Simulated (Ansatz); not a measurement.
**How the smallest direct gap on the k points sampled of GaBiO3 (Pm-3m, No. 221, 5 atoms in the cell; start mp-22979; idealised structure) moves with the method**

No measured value is used here.

```csv
level (code),value (eV)
LDA (Ansatz),1.89
PBEsol (Ansatz),1.89
PBEsol+SOC (Ansatz),___
HSE06 (Ansatz),2.93
HSE06+SOC (Ansatz),___
PBE0 (Ansatz),3.58
```

Question: What belongs in the gaps?

Answer: 
- PBEsol+SOC (Ansatz, a quantum-chemistry and plane-wave program), value (eV): 1.47
- HSE06+SOC (Ansatz), value (eV): 2.40

At these levels the smallest gap is indirect and lower: LDA 1.27, PBEsol 1.29, PBEsol+SOC 0.92, HSE06 2.52, HSE06+SOC 2.03, PBE0 3.21 eV. Computed values are for a static lattice. Levels without +SOC have no spin–orbit coupling; where heavier elements are present it shifts gaps, mostly down, and can invert bands.  Values are at the PBEsol cell. Cutoffs and k meshes differ between the levels. Ansatz's density-functional and Hartree–Fock values are scalar-relativistic unless marked +SOC, with PAW data made under PBE.

A start named mp-… is a Materials Project structure, which need not be a measured phase.
